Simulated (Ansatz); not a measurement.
## A computed series for ZrO2: pressure series

Base system: ZrO$_{2}$ (space group P4_2/nmc, No. 137; a = 3.5845 Å, c = 5.1787 Å).

Cell and atoms are relaxed at each pressure.

The values are results of DFT with PBEsol, PAW potentials and a 420 eV plane-wave cutoff in Ansatz (a quantum-chemistry and plane-wave program), spin-orbit coupling left out, earlier PAW set, not measurements.

Candidates:
(a) pressure 15 GPa
(b) pressure 9 GPa
(c) pressure −2 GPa
(d) pressure 2.1 GPa

For the base:

| Item | Value |
|---|---|
| c/a ratio | 1.445 |

**Question.** Order them by c/a ratio, highest first.

**Answer.** (c) pressure −2 GPa (1.449), (d) pressure 2.1 GPa (1.441), (b) pressure 9 GPa (1.432), (a) pressure 15 GPa (1.426)

Load acts through the strain it causes; cell and atoms are relaxed under it. Whether these cells are dynamically stable was not tested. Competing high-pressure phases were not computed. This is not the structure that ZrO2 has at room temperature and ambient pressure.
